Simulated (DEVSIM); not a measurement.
## Schottky contact on n-type GaN

Device: Schottky contact on n-type GaN, at 300 K.

| layer (left to right) | material | thickness (μm) | Nd (cm⁻³) | τn (s) | τp (s) |
|---|---|---|---|---|---|
| 1 | GaN | 6.70 | 8.7e16 | 7e-9 | 7e-9 |
| 2 | GaN | 1.60 | 9.7e17 | 7e-9 | 7e-9 |

Left contact: Schottky, work function 5.25 eV, emission velocity 8.5e6 cm/s. Right contact: ohmic. Voltage is applied to the left contact. Recombination: SRH at mid-gap. Mobility is μmin + (μ − μmin)/(1 + (N/Nref)^α).

Constants are typed, rounded textbook-type inputs, not results; the design itself was drawn at random and stands for no fabricated device. Values at 300 K.

```csv
parameter,GaN
gap (eV),3.43
affinity (eV),4.1
permittivity,9.5
Nc (cm⁻³),2.3e18
Nv (cm⁻³),4.6e19
μn (cm²/Vs),1200
μp (cm²/Vs),100
"μn,min",55
"μp,min",3
"Nref,n",2e17
"Nref,p",3e17
αn,1
αp,2
```

DEVSIM, 1D drift-diffusion, Boltzmann statistics, complete ionisation; no tunnelling, impact ionisation, image-force lowering or self-heating. Metal contacts follow the ideal Schottky-Mott rule: no Fermi-level pinning, no interface dipoles.

| Quantity | Value |
|---|---|
| Potential step across the device at zero bias | 1.128 V |
| Dark forward voltage at 1 A/cm² | 0.766 V |
| Dark forward voltage at 100 A/cm² | 0.893 V |

Dark reverse current:

| V (V) | J (A/cm²) |
|---|---|
| -0.04 | -1.1e-13 |
| -0.10 | -1.4e-13 |
| -0.20 | -1.4e-13 |
| -0.30 | -1.4e-13 |
| -0.40 | -1.4e-13 |
| -0.60 | -1.4e-13 |
| -0.80 | -1.4e-13 |
| -1.00 | -1.4e-13 |
| -1.30 | -1.4e-13 |
| -1.60 | -1.5e-13 |
| -2.00 | -1.5e-13 |

Small-signal capacitance in reverse bias (quasi-static):

```
V (V)  C (nF/cm²)
-----  ----------
-0.04        73.7
-0.1         71.7
-0.2         68.8
-0.3         66.1
-0.4         63.8
-0.6         59.8
-0.8         56.4
-1           53.6
-1.3         50.1
-1.6         47.1
-2           43.9
```
